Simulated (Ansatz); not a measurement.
A self-consistent single point of TiAl (P4mm, 2 atoms in the cell) with Ansatz (a quantum-chemistry and plane-wave program).

Computed with PBEsol, harder PAW files (source: ansatz) made with PBE (plane waves; Ansatz).

The change in words: lattice scaled by 0.98; basis.ecutwfc: 420 eV → 405 eV; hamiltonian.pseudopotentials: {kind: paw} (the program's default PAW files) → {kind: paw, source: ansatz}. Reference geometry:
```yaml
crystal:
  lattice:
    - [3.16316, 0.00000, 0.00000]
    - [0.00000, 3.16316, 0.00000]
    - [0.00000, 0.00000, 3.16316]
  atoms:
    - { symbol: Ti, position: [0.00000, 0.00000, 0.01581] }
    - { symbol: Al, position: [0.50000, 0.50000, 0.50000] }
```

Reference input (self-consistent single point, DFT, PBEsol, plane waves, default PAW files made with PBE): basis.ecutwfc = 420 eV; kpoints.mp_grid.grid = 10 10 10; hamiltonian.xc = pbesol; hamiltonian.pseudopotentials = {kind: paw} (the program's default PAW files); scf.occupations.method = gaussian; scf.occupations.width = 0.1 eV. This run's input differs from it in these lines:

Ansatz 0.2 input:
```diff
@@ -2,5 +2,5 @@
   lattice:
-    - [3.16316500, 0.00000000, 0.00000000]
-    - [0.00000000, 3.16316500, 0.00000000]
-    - [0.00000000, 0.00000000, 3.16316500]
+    - [3.09990200, 0.00000000, 0.00000000]
+    - [0.00000000, 3.09990200, 0.00000000]
+    - [0.00000000, 0.00000000, 3.09990200]
   atoms:
@@ -9,3 +9,3 @@
 basis:
-  ecutwfc: 420.0
+  ecutwfc: 405.0
 kpoints:
@@ -14,3 +14,3 @@
   xc: pbesol
-  pseudopotentials: { kind: paw }
+  pseudopotentials: { kind: paw, source: ansatz }
 scf:
```

Log, with long lists cut:

```
SCF iter   1: F=—  HF=-4890.170727 eV  |F-HF|=—  |Δ(HF+E_count)|=         —  Δρ=1.33e-1  dr2=6.18e0  ethr=3.10e-3  ⟨swp⟩=5.8  Hψ=10496  notcnv=0
all-band conjugate gradients solve this SCF's bands
preconditioner: auto → none
SCF iter   2: F=—  HF=-4888.470724 eV  |F-HF|=—  |Δ(HF+E_count)|=    1.70e0  Δρ=4.48e-2  dr2=5.68e-1  ethr=3.10e-3  ⟨swp⟩=2.8  Hψ=4708  notcnv=0  defer=24
   [... lines left out ...]
SCF iter   7: F=—  HF=-4888.335562 eV  |F-HF|=—  |Δ(HF+E_count)|=   8.39e-7  Δρ=2.32e-5  dr2=1.53e-7  ethr=1.45e-8  ⟨swp⟩=2.2  Hψ=2440  notcnv=0  defer=17
SCF iter   8: F=-4888.335562 eV  HF=-4888.335562 eV  |F-HF|=1.98e-10  |Δ(HF+E_count)|=   3.62e-8  Δρ=1.38e-6  dr2=2.70e-10  ethr=4.35e-10  ⟨swp⟩=6.2  Hψ=8395  notcnv=0
the search or the solves at the SCF's close seem to have found levels that the self-consistency loop had missed (the run counts 1) …
SCF 1 converged in 8 iterations: F = -4888.335562 eV  dr2 = 2.70e-10
Free energy (F): -4888.335562 eV
Internal energy: -4888.322971 eV  (E = F + TS)
E sigma→0 (E₀):  -4888.329266 eV
Entropy (-TS):   -0.012591 eV (-6.295 meV/atom)
Fermi energy:    13.498862 eV
--- Forces (eV/Å), atoms counted from 1 ---
  atom   1  Ti    -0.00000000     0.00000000    -0.37830879
  atom   2  Al    -0.00000000     0.00000000     0.37828690
--- Stress (GPa, compression-positive) ---
        8.069383       0.000000      -0.000000
        0.000000       8.069383       0.000000
       -0.000000       0.000000       7.958845
  P = ⅓ Tr σ = 8.0325 GPa (80.325 kbar)
  The stress holds the Pulay correction. Without it, at fixed plane waves, as pw.x and ABINIT print it: P = -118.1152 GPa
```

The run converged in 8 iterations. Against the reference run the pressure goes from -0.70 to 8.03 GPa and the largest force goes from 0.324 to 0.378 eV/Å.

The starting cell comes from a database of computed structures (which also holds hypothetical and non-ambient phases and stackings), without a prior relaxation at this level. Its lattice was rescaled by up to half a per cent. One atom was moved a little off its site on purpose. For this run, on top of that: lattice scaled by 0.98. Spin polarisation is off. Ansatz's pressure includes its estimate of the finite-basis (Pulay) stress. Without the estimate this run gives -118.12 GPa. The cutoff lies below the one recommended for these files.
